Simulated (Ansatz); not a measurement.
Consider this model of amorphous Al28O43Li2.

```xyz
73
Lattice="8.9667 -0.1589 -0.0044 -0.1589 9.2892 -0.1314 -0.0044 -0.1314 9.2861" Properties=species:S:1:pos:R:3 pbc="T T T"
Al     2.7958     7.1157     0.8468
Al     4.6216     0.5376     1.9581
Al     0.2370     2.4484     1.1792
Al     2.6914     4.9595     8.3108
Al     2.4937     2.6498     3.5237
Al     6.5143     2.4736     6.6085
Al     6.0848     7.1600     1.4491
Al     4.1570     0.5018     5.8894
Al     7.9520     0.4465     2.4304
Al     2.1645     4.9223     5.6097
Al     4.0891     2.0414     8.3959
Al     2.6613     7.7602     3.6708
Al     4.2468     5.3745     3.3844
Al     5.3915     5.0759     8.5140
Al     6.5559     8.1778     4.0271
Al     5.5107     8.9005     8.2143
Al     4.2545     7.0752     6.2249
Al     8.3241     4.0458     7.9606
Al     7.2395     4.3344     1.8189
Al     7.2655     6.8106     6.7821
Al     8.4779     0.5626     8.2195
Al     2.0475     0.5092     0.8954
Al     5.6622     2.4385     3.8285
Al     1.3592     2.0638     7.0501
Al     8.7573     6.2106     4.0630
Al     8.7069     3.0787     4.3230
Al     0.8487     0.1560     4.9352
Al     1.1987     5.0667     1.8081
O      7.1275     3.1119     5.0096
O      4.0015     8.5422     7.2655
O      8.3233     2.2065     7.2750
O      0.5603     4.8785     4.7666
O      8.0854     2.7711     2.6479
O      1.5337     5.7032     0.2138
O      8.1269     0.2089     4.3160
O      2.8228     6.0058     6.8780
O      3.2169     4.0814     4.3767
O      1.5143     3.8985     7.1863
O      1.6594     3.4061     2.0984
O      6.1584     0.8862     2.8621
O      1.6825     8.2552    -0.0547
O      5.7088     1.3705     7.9778
O      4.0400     3.7840     8.5198
O      7.9203     0.9696     0.6360
O      5.3352     8.5705     0.6212
O      5.2198     8.4517     5.1839
O      8.5725     5.4349     2.4798
O      2.7560    -0.0566     4.9053
O      3.0822     1.5893     7.0194
O      0.7170     0.2802     6.7771
O      3.6780     1.2563     0.5626
O      8.4787     3.8085     0.4346
O      7.4145     7.9545     2.3174
O      0.9121     7.6960     4.0689
O      3.4855     6.5111     4.6888
O      1.1728     2.1805     4.7948
O      3.1026     8.5605     2.0713
O      5.2832     6.8018     2.9600
O      5.1759     1.9069     5.5008
O      7.4148     6.8427     5.0056
O      6.5269     3.9180     7.6799
O      7.1901     8.4211     7.6752
O      5.6008     6.2826     7.1028
O      3.9637     1.8292     3.1151
O      1.1742     1.5792     8.9609
O      5.6353     4.0840     2.8733
O      0.9216     0.9479     2.2185
O      2.6086     6.0849     2.4358
O      4.0137     6.2443    -0.0535
O      6.4798     5.5982     0.6593
O      8.4632     5.7809     7.5120
Li     2.0864     8.6030     7.4391
Li     0.3246     6.8550     8.8725
```

All values below come from PBE, scalar-relativistic without spin-orbit coupling (plane waves to 420 eV, PAW; Ansatz, an electronic-structure program).

The cell was made by melting and quenching with the CHGNet potential and then relaxed with DFT. O atoms were pushed apart under 1.9 Å during the dynamics, to hinder bonds among them. The hot cell started wider than the set density and was brought back towards it in steps. It is the lowest in DFT energy of 2 quenches. It is a model cell: composition and starting density were chosen by hand, and all elements were melted together. No dispersion term was used. Its density started from a set value of 3.07 and ended at 3.13 g/cm³. The quench (nominally 340 K/ps over its main leg) was far faster than any real one, so the model tends to hold more defects than a real film. Values belong to this one cell and scatter from quench to quench. Volume and shape were free in the relaxation.

Cut-offs for bonds: Al-Al 2.66 Å, Al-O 2.50 Å, Al-Li 2.76 Å, O-O 1.58 Å, O-Li 2.33 Å, Li-Li 2.86 Å. Two cations that share two anions don't count as bonded, nor two that share one unless they lie closer than Al-Al 2.59 Å, Al-Li 2.69 Å, Li-Li 2.78 Å.

Problem. Give the coordination numbers, mean bond lengths and angles.

Solution. 
```json
{
 "Mean coordination of Al by anions": "4.89 (7 with 4, 17 with 5, 4 with 6)",
 "Mean coordination of O": "3.33 (29 with 3, 14 with 4)",
 "Mean coordination of Li by anions": "3.00 (2 with 3)",
 "Mean Al-O bond": "1.885 Å (spread 0.130 Å, 137 counted)",
 "Mean O-Li bond": "1.898 Å (spread 0.044 Å, 6 counted)",
 "Bond angle at Al": "mean 106.5°, spread 25.8°",
 "Bond angle at O": "mean 112.7°, spread 17.4°",
 "Bond angle at Li": "mean 114.3°, spread 20.2°"
}
```

Problem. List the pairs of like atoms that count as bonded by the rules above.

Solution. There are none by these rules.
